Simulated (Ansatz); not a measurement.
Start from an 18-atom supercell of TiSi2 (space group Cmcm, No. 63; a = 3.515 Å, b = 13.348 Å, c = 3.557 Å) at its relaxed geometry.

Computed with Ansatz (a first-principles code), PBEsol, PAW, cutoff 420 eV, no spin-orbit coupling.

Base values:

The pressure comes out as 0.0 GPa and the mean distance from the defect site to its nearest host atoms is 2.39 Å.

The change: one Si atom is replaced by Pt, atoms relaxed at fixed cell, starting from a slightly rattled geometry.

Tabulated Pauling electronegativity and covalent radius: Si 1.90, 1.11 Å; Pt 2.28, 1.36 Å.

Q: Estimate the effect on the pressure.

A: The pressure goes from zero to 3.9 GPa.

Q: What happens to the largest displacement of a host atom from its site in the perfect cell?

A: The largest displacement of a host atom from its site in the perfect cell amounts to 0.11 Å.

Q: Predict the new mean distance from the defect site to its nearest host atoms.

A: The mean distance from the defect site to its nearest host atoms falls by 0.02 Å, from 2.39 Å to 2.37 Å.

The cell is small, so the values are those of an ordered compound at a high defect concentration; dilute-limit values will differ. All final runs are without spin polarisation. The defect cell is not spin-polarised.
